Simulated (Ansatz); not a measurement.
We consider TmPd3 (Pm-3m, No. 221), described by r²SCAN+rVV10 (PAW; Ansatz, an electronic-structure program).

Settings: plane-wave cutoff 560 eV, 14×14×14 k mesh, Fermi–Dirac smearing 0.05 eV, spin-polarised with parallel moments, scalar-relativistic PAW data made under PBE.

Computed at the level's own relaxed cell.

Question: What does this level give for the lattice parameter a?

Answer: 
- lattice parameter a = 4.055 Å

Note: the magnetic order was assumed, not searched for or taken from measurement; the 4f shell is treated without U or exact exchange, so its levels and filling can be wrong.

Spin–orbit coupling is not included.

The computed numbers hold no vibrational or temperature effects.

The result took about 13 core-minutes (a rough figure).
